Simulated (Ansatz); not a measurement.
Hexagonal WC, treated with RPBE in Ansatz (PAW).

Run with plane-wave cutoff 520 eV, 24×24×20 k mesh (along the axes of the cell as run), Fermi–Dirac smearing 0.05 eV, no spin polarisation, scalar-relativistic PAW data made under PBE.

Shape and atoms are relaxed at each volume.

Pressure at four volumes; x = ln(V/10.644 Å³). One pressure is withheld.

```
V (Å³/atom)        x  P (GPa)
-----------  -------  -------
10.218       -0.0408    16.50
10.644        0.0000     0.00
10.857        0.0198    -7.03
11.070        0.0392        ?
```

**Question.** Pass a parabola P(x) through the three rows shown, estimate the bulk modulus and its pressure derivative near zero pressure, and predict the withheld pressure.

**Answer.** Slopes between the rows: (0.00 − (16.50))/(0.0000 − (-0.0408)) = -404.41 and (-7.03 − (0.00))/(0.0198 − (0.0000)) = -355.05 GPa. Their difference over the span 0.0606 is c = 49.36/0.0606 = 814.5 GPa, so P(x) = 16.50 + (-404.41)(x − (-0.0408)) + 814.5 (x − (-0.0408))(x − (0.0000)). At the middle row B = −dP/dx = −[-404.41 + 814.5 × 0.0408] = 371.2 GPa, and B′ = dB/dP = 2c/B = 4.4. At x = 0.0392 the parabola gives -13.30 GPa; the run gives -13.35 GPa. The Birch–Murnaghan fit to the energies at all volumes has B0 = 370 GPa and B′ = 4.3.

Measured, for comparison: bulk modulus 384 ± 0.8 GPa (room temperature, not corrected to a static lattice, adiabatic, ultrasonic, our sources range from 377 to 412; as tabulated in Compression behavior of WC and WC-6%Co up to 50 GPa (OSTI 1006718)). Computed (rounded) less measured: bulk modulus -4 % (-2 % to -10 % over the range).

Note: the bulk modulus comes from volumes at which shape and atoms were relaxed.

Spin–orbit coupling is not included.

Ansatz is a first-principles code.
